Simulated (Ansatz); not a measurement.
## PbGeO$_{3}$ in the cubic perovskite structure (space group Pm-3m, No. 221; a cell from a computed database, its experimental status unchecked)

PbGeO3 has the cubic space group Pm-3m (No. 221), the cubic perovskite structure, Pearson symbol cP5. Lattice parameters: a = 3.8410 Å, b = 3.8410 Å, c = 3.8410 Å, α = 90.00°, β = 90.00°, γ = 90.00°. Ge on 1b is surrounded by 6 O at 1.920 Å (octahedral). Pb on 1a is coordinated by 12 O at 2.716 Å (cuboctahedral). O on 3c is coordinated by 2 Ge at 1.920 Å and 4 Pb at 2.716 Å (octahedral). (Neighbours: up to the widest gap in distance over summed covalent radii, below 1.35, at either atom; cation-cation and far metal-metal contacts left out.)

All numbers come from Ansatz (a first-principles code) PBEsol, scalar-relativistic without spin-orbit coupling. k-mesh 9×9×9 (Γ-centred); smearing 0.05 eV (Fermi–Dirac).

- Volume per atom = 11.33 Å³
- Density = 9.61 g/cm³
- Band gap = zero
- Total energy = -3538.065 eV/atom (σ→0; compares only within this code and set-up)

Spin-orbit coupling, missing from the scalar runs, can matter with Pb. Whether these cells are dynamically stable was not tested. All final runs are without spin polarisation. Many cubic perovskites are stable only at high temperature; tilts and polar distortions were not tested. A zero or small gap of PbGeO3 can be the functional's error rather than a property of the material.
